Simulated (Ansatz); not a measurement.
An Ansatz (a first-principles code) run: a single point on ZnS with a change (isotropic strain +0.98 %), its geometry relaxed with PBEsol; HSE06 (Ansatz, PAW, spin-orbit coupling left out).

Input:

Ansatz 0.2 input:
```yaml
crystal:
  lattice:
    - [1.9104240222, 1.1029838235, 9.3910517664]
    - [-1.9104240222, 1.1029838235, 9.3910517664]
    - [0, -2.205967647, 9.3910517664]
  atoms:
    - { symbol: Zn, position: [0.0000119232, 0.0000119232, 0.0000119232] }
    - { symbol: Zn, position: [0.7777099506, 0.7777099506, 0.7777099506] }
    - { symbol: Zn, position: [0.5554346841, 0.5554346841, 0.5554346841] }
    - { symbol: S, position: [0.9167260863, 0.9167260863, 0.9167260863] }
    - { symbol: S, position: [0.4721739867, 0.4721739867, 0.4721739867] }
    - { symbol: S, position: [0.6946003689, 0.6946003689, 0.6946003689] }
basis: { ecutwfc: 420, ecutrho_ratio: 4, xc_grid: 2, fft_grid_basis: typed }
kpoints: { mp_grid: { grid: [6, 6, 6] } }
hamiltonian:
  xc: hse06
  dispersion: none
  pseudopotentials: { kind: paw }
scf: { occupations: { method: fermi_dirac, width: 0.01 } }
output: { eigenvalues: true, eigenstates: { kpoints: [[0, 0, 0], [-0.5, -0.5, -0.5], [0, 0, -0.5]] } }
```

Output (explanatory and most iteration lines left out):

```
Pseudopotential: Zn, paw, valence charge 12
Pseudopotential: S, paw, valence charge 6
Crystal: 6 atoms, lattice volume = 118.731 Å³
Basis set: ecut = 420 eV, 2323 PW (Γ), exchange–correlation on 144×144×144 points (8 copies of the dense FFT grid, shifted against one another)
Bands: 33, of which v1, the nominal top of the filled ones, is band 27 counted from 1 (26 counted from 0)
Symmetry: 6 space group operations
Space group: R3m (ITA 160), of the structure as read, at distance tolerance 4.9e-5 Å
k-points: 32 of 216 (time reversal used)
Functional: x = pbe(κ = 0.804, μ = 0.2195149727645171), c = pbe(β = 0.06672455060314922), warm-up for x = pbe(κ = 0.804, μ = 0.2195149727645171) + 0.25 (exact …
SCF iter   1: F=—  HF=-12668.179153 eV  |F-HF|=—  |Δ(HF+E_count)|=         —  Δρ=1.68e-3  dr2=3.59e-3  ethr=1.77e-3  ⟨swp⟩=14.7  Hψ=5529  notcnv=3
SCF iter   2: F=—  HF=-12668.179017 eV  |F-HF|=—  |Δ(HF+E_count)|=   1.36e-4  Δρ=1.41e-3  dr2=1.90e-3  ethr=6.64e-6  ⟨swp⟩=6.2  Hψ=4260  notcnv=0  defer=24
SCF 1 stopped early in 3 iterations: F = -12668.178411 eV  dr2 = 4.57e-5
Crystal: 6 atoms, lattice volume = 118.731 Å³
Functional: x = pbe(κ = 0.804, μ = 0.2195149727645171) + 0.25 (exact − pbe) at short range (hse, ω = 0.20786987370883472 Å⁻¹), c = pbe(β = 0.06672455060314922); HSE06 as pw.x's `hse` composes it (authors' and Libxc's form: `xc: wpbeh`)
SCF iter   1: F=—  HF=-12670.272752 eV  |F-HF|=—  |Δ(HF+E_count)|=         —  Δρ=2.16e-2  dr2=2.89e-1  ethr=8.46e-7  ⟨swp⟩=10.0  Hψ=6459  notcnv=0
SCF iter   2: F=—  HF=-12670.192221 eV  |F-HF|=—  |Δ(HF+E_count)|=   8.05e-2  Δρ=3.35e-3  dr2=1.93e-2  ethr=8.46e-7  ⟨swp⟩=6.0  Hψ=5152  notcnv=0
SCF 2 stopped early in 6 iterations: F = -12670.204011 eV  dr2 = 6.11e-6
Crystal: 6 atoms, lattice volume = 118.731 Å³
SCF iter   1: F=—  HF=-12670.202241 eV  |F-HF|=—  |Δ(HF+E_count)|=         —  Δρ=9.30e-5  dr2=8.84e-6  ethr=1.12e-6  ⟨swp⟩=6.2  Hψ=2471  notcnv=0
SCF iter   2: F=—  HF=-12670.202240 eV  |F-HF|=—  |Δ(HF+E_count)|=   5.08e-7  Δρ=2.31e-5  dr2=1.27e-6  ethr=1.34e-8  ⟨swp⟩=4.0  Hψ=2918  notcnv=0
SCF 3 converged in 4 iterations: F = -12670.202243 eV  dr2 = 4.50e-8
Free energy (F): -12670.202243 eV
Internal energy: -12670.202243 eV  (E = F + TS)
E sigma→0 (E₀):  -12670.202243 eV
Fermi energy:    6.715796 eV
```

Single points use the geometry relaxed with PBEsol. Whether these cells are dynamically stable was not tested. The cell was made from ZnS (space group R3m, No. 160) by this change: isotropic strain +0.98 %. This is not the structure that ZnS has at room temperature and ambient pressure.
